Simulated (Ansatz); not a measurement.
The starting structures come from a database of crystals and need not be the phases stable at ambient conditions.

Given:

```
HfSrO3
1.0
    5.76722     0.00000     0.00000
    0.00000     8.15933     0.00000
    0.06300     0.00000     5.76688
Sr Hf O
4 4 12
Direct
  0.00949   0.75000   0.00949
  0.99051   0.25000   0.99051
  0.50662   0.75000   0.50662
  0.49338   0.25000   0.49338
  0.50000   0.00000   0.00000
  0.50000   0.50000   0.00000
  0.00000   0.00000   0.50000
  0.00000   0.50000   0.50000
  0.03948   0.75000   0.45364
  0.96052   0.25000   0.54636
  0.54636   0.25000   0.96052
  0.45364   0.75000   0.03948
  0.78099   0.54185   0.78099
  0.21901   0.45815   0.21901
  0.21901   0.04185   0.21901
  0.78099   0.95815   0.78099
  0.71698   0.00000   0.28302
  0.28302   0.00000   0.71698
  0.28302   0.50000   0.71698
  0.71698   0.50000   0.28302
```

Space group of this cell: Cmcm. The cell is taken as given.

Transport runs along the normal of the first two printed cell vectors.

The gap is the functional's own, uncorrected, and κ follows it; spin-orbit coupling is left out. Mid-gap values are interpolated between the computed energies.

Give the band gap and the smallest decay constant κ at mid-gap that PBEsol (Ansatz, a first-principles code) yields.

Gap 3.96 eV on a 6×4×6 mesh; κ = 0.313 1/Å, at the zone centre.
